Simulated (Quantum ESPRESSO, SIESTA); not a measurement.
A Quantum ESPRESSO input for a self-consistent single point of Mo (Im-3m, 1 atom in the cell) (DFT, LDA (PZ), plane waves, GBRV 1.5 ultrasoft (LDA) pseudopotentials):

```fortran
&control
  calculation = 'scf'
  prefix = 'run'
  outdir = './tmp/'
  pseudo_dir = './'
  tprnfor = .true.
  tstress = .true.
/
&system
  ibrav = 3
  celldm(1) = 5.9260753022
  nat = 1
  ntyp = 1
  ecutwfc = 40
  ecutrho = 320
  occupations = 'smearing'
  smearing = 'gauss'
  degauss = 0.0036749
/
&electrons
  conv_thr = 1.0d-10
/
ATOMIC_SPECIES
Mo    95.9500  mo_lda_v1.uspp.F.UPF
ATOMIC_POSITIONS crystal
Mo    0.0000000000    0.0000000000    0.0000000000
K_POINTS automatic
15 15 15  0 0 0
```

**Question.** Give the SIESTA input for the same structure, mesh, smearing and functional.

**Answer.** One input that does it (others would too):

```
# files in the folder: Mo.psml (PseudoDojo LDA standard)
SystemName  Mo
SystemLabel siesta

NumberOfAtoms                1
NumberOfSpecies              1
%block ChemicalSpeciesLabel
  1 42 Mo
%endblock ChemicalSpeciesLabel
LatticeConstant              2.715807 Ang
%block LatticeVectors
    -0.577350305    0.577350305    0.577350305
     0.577350305   -0.577350305    0.577350305
     0.577350305    0.577350305   -0.577350305
%endblock LatticeVectors
AtomicCoordinatesFormat      ScaledCartesian
%block AtomicCoordinatesAndAtomicSpecies
     0.000000000    0.000000000    0.000000000  1
%endblock AtomicCoordinatesAndAtomicSpecies

XC.functional                LDA
XC.authors                   PW92
PAO.BasisSize                DZP
PAO.EnergyShift              0.01 Ry
MeshCutoff                   400 Ry
%block kgrid.MonkhorstPack
   15   0   0  0.0
    0  15   0  0.0
    0   0  15  0.0
%endblock kgrid.MonkhorstPack
OccupationFunction           MP
OccupationMPOrder            0
ElectronicTemperature        0.05 eV

MaxSCFIterations             150
SCF.Mixer.Method             Pulay
SCF.Mixer.Weight             0.2
SCF.Mixer.History            6
SCF.DM.Tolerance             1.0E-04
Diag.ParallelOverK           true
WriteForces                  true
```

Basis, cutoffs, solver keys and any potentials are the target program's own. This input uses DFT, LDA PW92, numerical atomic orbitals DZP, PseudoDojo LDA standard norm-conserving potentials (rewritten from UPF to PSML). LDA parametrisations can differ slightly between programs. Both were run: pressure -6.45 GPa in Quantum ESPRESSO and -7.00 in SIESTA.

On SIESTA: the starting cell comes from a database of computed structures (which also holds hypothetical and non-ambient phases and stackings), without a prior relaxation at this level. Its lattice was rescaled by a random factor within 2.5 % of one. Spin polarisation is off. Values carry the incompleteness of an atom-centred basis. With a pressure of about -7 GPa the cell is away from its equilibrium volume at this level.

On Quantum ESPRESSO: the starting cell comes from a database of computed structures (which also holds hypothetical and non-ambient phases and stackings), without a prior relaxation at this level. Its lattice was rescaled by a random factor within 2.5 % of one. Spin polarisation is off. With a pressure of about -6 GPa the cell is away from its equilibrium volume at this level.
